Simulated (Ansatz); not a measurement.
# WGe2 (model structure, started from the AlB2 type, P6/mmm, No. 191, 3 atoms in the cell)

The numbers are results of PBE (plane waves, PAW; Ansatz, a program for electronic structure), not measurements.

Numerical settings: plane-wave cutoff 500 eV, 12×12×8 k mesh (along the axes of the cell as run), Fermi–Dirac smearing 0.05 eV, no spin polarisation, scalar-relativistic PAW data made under PBE.

Cell (relaxed at this level):

```
CELL_PARAMETERS angstrom
      4.63631     0.00000     0.00000
     -2.31815     4.01516     0.00000
      0.00000     0.00000     2.65718
ATOMIC_POSITIONS crystal
  W  0.00000 0.00000 0.00000
  Ge 0.33333 0.66667 0.50000
  Ge 0.66667 0.33333 0.50000
```

```json
{
 "band_gap": "zero (no gap)"
}
```

Note: the relaxation could raise the start's symmetry but not lower it, so the cell can be a saddle point.

Spin–orbit coupling is not included.

The result took very roughly 23 core-seconds.

A model structure was made by putting elements into a prototype or built by hand; it is no filed structure, need not be a known phase, and can be a saddle point held by its symmetry.
